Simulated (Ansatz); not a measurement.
Base system: Tl in the hcp (Mg type) structure (space group P6_3/mmc, No. 194; a = 3.521 Å, c = 5.603 Å). Axes: x lies along a and z along c of the hexagonal cell.

Computed with Kohn–Sham DFT with the r2SCAN functional, run in Ansatz (a quantum-chemistry and plane-wave program) with PAW and 500 eV plane waves, no spin-orbit coupling, earlier PAW set.

It is then changed as follows: a free-standing slab of 5 layers (5 atoms, 1 a layer) is cut normal to the z axis, with 15 Å of vacuum and the in-plane cell held at bulk.

**Question.** What happens to the excess energy per area of both faces and change of the spacing d12 from its bulk value of 2.801 Å?

**Answer.** The excess energy per area of both faces (slab less bulk energy over the cell's area: twice a surface energy) comes out as 0.7 J/m² (uncertain by up to 0.07 J/m²); the change of the spacing d12 from its bulk value of 2.801 Å amounts to -0.9 %.

Slab and bulk use different k-meshes, which limits the precision of the excess energy. Stability against distortions was not tested.
